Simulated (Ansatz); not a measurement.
## As: pressure series

Base system: As in the A7 type structure (space group R-3m, No. 166; a = 3.7458 Å, c = 9.7537 Å (hexagonal axes); layered).

Cell and atoms are relaxed at each pressure.

All numbers come from PBEsol-D3(BJ)/PAW in Ansatz (a quantum-chemistry and plane-wave program), scalar-relativistic without spin-orbit coupling, earlier PAW set.

Candidates:
(a) pressure 0.7 GPa
(b) pressure 5 GPa
(c) pressure 3 GPa

Base values:

| Quantity | Result |
|---|---|
| c/a ratio | 2.604 |

Q: Order them by c/a ratio, lowest first.

A: (b) pressure 5 GPa (2.541), (c) pressure 3 GPa (2.562), (a) pressure 0.7 GPa (2.593)

Load acts through the strain it causes; cell and atoms are relaxed under it. Whether these cells are dynamically stable was not tested. No other phases were tried under pressure.
